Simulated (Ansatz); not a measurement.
```
CELL_PARAMETERS angstrom
      3.81653     0.00000     0.00000
      0.00000     3.81653     0.00000
      0.00000     0.00000     3.81653
ATOMIC_POSITIONS crystal
  Ba 0.00000 0.00000 0.00000
  Ti 0.50000 0.50000 0.50000
  O  0.50000 0.00000 0.50000
  O  0.00000 0.50000 0.50000
  O  0.50000 0.50000 0.00000
```

No spin polarisation.

The values are results of LDA (Ansatz, an electronic-structure program, PAW, spin-orbit coupling left out), not measurements. k-mesh 8×8×8 (Γ-centred); smearing 0.05 eV (Fermi–Dirac).

Q: Estimate the band gap.

A: 1.91 eV.

Q: Estimate the space group.

A: Pm-3m (No. 221).

Q: Estimate the hole mass (degenerate bands, along [100]).

A: 0.30, 0.93, 0.93 mₑ (at Γ).

The cells carry an imposed strain or load. Effective masses come from finite differences of ±0.01 Å⁻¹. Stability against distortions was not tested. All final runs are without spin polarisation. The cell was made from BaTiO3 in the cubic perovskite structure (space group Pm-3m, No. 221) by this change: isotropic strain −3.00 %. Many cubic perovskites are stable only at high temperature; tilts and polar distortions were not tested. This is not the structure that BaTiO3 has at room temperature and ambient pressure.
